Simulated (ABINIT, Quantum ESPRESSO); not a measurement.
An ABINIT input for a self-consistent single point of Zr2CuSb3 (P-4m2, 6 atoms in the cell) (DFT, PBEsol, plane waves, PAW (JTH v2.0 PBE PAW, files made for PBE)):

```
# Zr2CuSb3, JTH v2.0 PBE PAW
pp_dirpath "./"
pseudos "Zr.GGA_PBE-JTH.xml, Cu.GGA_PBE-JTH.xml, Sb.GGA_PBE-JTH.xml"
acell 3.9780820000 3.9780820000 8.7637900000 Angstrom
rprim
         1.0000000000    0.0000000000    0.0000000000
         0.0000000000    1.0000000000    0.0000000000
         0.0000000000    0.0000000000    1.0000000000
natom 6
ntypat 3
znucl 40 29 51
typat 1 1 2 3 3 3
xred
         0.0000000000    0.5000000000    0.7376100000
         0.5000000000    0.0000000000    0.2623900000
         0.0000000000    0.0000000000    0.0000000000
         0.5000000000    0.5000000000    0.0000000000
         0.0000000000    0.5000000000    0.3786300000
         0.5000000000    0.0000000000    0.6213700000
ecut 30 Ha
pawecutdg 60 Ha
pawxcdev 0
ixc -116133
occopt 7
tsmear 0.272 eV
nband 55
kptopt 1
ngkpt 5 5 3
nshiftk 1
shiftk 0 0 0
nstep 80
tolvrs 1.0e-11
prtwf 0
prtden 0
prtvol 1
```

Q: Give the Quantum ESPRESSO input for the same structure, mesh, smearing and functional.

A: One input that does it (others would too):

```fortran
&control
   calculation = 'scf',
   outdir = './out',
   pseudo_dir = './',
   tprnfor = .true.,
   tstress = .true.,
/
&system
   ibrav = 0,
   nat = 6,
   ntyp = 3,
   ecutwfc = 55,
   ecutrho = 330,
   occupations = 'smearing',
   smearing = 'gauss',
   degauss = 0.019992,
   input_dft = 'pbesol',
/
&electrons
   conv_thr = 1.0d-9,
   mixing_beta = 0.5,
/
ATOMIC_SPECIES
Zr    91.2240  Zr.pbe-spn-kjpaw_psl.1.0.0.UPF
Cu    63.5460  Cu.pbe-dn-kjpaw_psl.1.0.0.UPF
Sb   121.7600  Sb.pbe-n-kjpaw_psl.1.0.0.UPF
ATOMIC_POSITIONS crystal
Zr    0.0000000000    0.5000000000    0.7376100000
Zr    0.5000000000    0.0000000000    0.2623900000
Cu    0.0000000000    0.0000000000    0.0000000000
Sb    0.5000000000    0.5000000000    0.0000000000
Sb    0.0000000000    0.5000000000    0.3786300000
Sb    0.5000000000    0.0000000000    0.6213700000
K_POINTS automatic
5 5 3  0 0 0
CELL_PARAMETERS angstrom
   3.9780820000     0.0000000000     0.0000000000
   0.0000000000     3.9780820000     0.0000000000
   0.0000000000     0.0000000000     8.7637900000
```

Basis, cutoffs, solver keys and any potentials are the target program's own. This input uses DFT, PBEsol, plane waves, PSlibrary PAW (PBE) pseudopotentials.

The starting cell comes from a database of computed structures (which also holds hypothetical and non-ambient phases and stackings), without a prior relaxation at this level. Its lattice was rescaled by a random factor within 2.5 % of one.
